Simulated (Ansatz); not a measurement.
Reference: CdSe (F-43m), r2SCAN with spin-orbit coupling, rigid bands (plane waves, PAW; Ansatz, a quantum-chemistry and plane-wave program); geometry: cell and atoms relaxed with r2SCAN.

```
CELL_PARAMETERS angstrom
      0.00000     3.06679     3.06679
      3.06679     0.00000     3.06679
      3.06679     3.06679     0.00000
ATOMIC_POSITIONS crystal
  Cd 0.00000 0.00000 0.00000
  Se 0.75000 0.75000 0.75000
```

| Quantity | Result |
|---|---|
| band gap | 0.93 eV |
| electron conductivity mass | 0.103 mₑ |
| hole conductivity mass | 0.79 mₑ |
| Seebeck coefficient, n-type 1e19 cm⁻³ | -66 μV/K |

**Question.** Swap Se for Te, keeping the structure type. How do these values move?

**Answer.** CdTe (F-43m): volume per atom 28.8 to 35.3 Å³; band gap stays about the same (0.93 eV to 0.91 eV); electron conductivity mass falls (0.103 mₑ to 0.094 mₑ); hole conductivity mass falls (0.79 mₑ to 0.57 mₑ); Seebeck coefficient, n-type 1e19 cm⁻³ falls in size (-66 μV/K to -62 μV/K).

Moves up to 5 % count as about the same. Masses are for dilute carriers at 300 K, harmonic means over directions unless an axis is named. Seebeck coefficients are for the stated density at 300 K, with one relaxation time for all states and whether or not that doping can be reached.
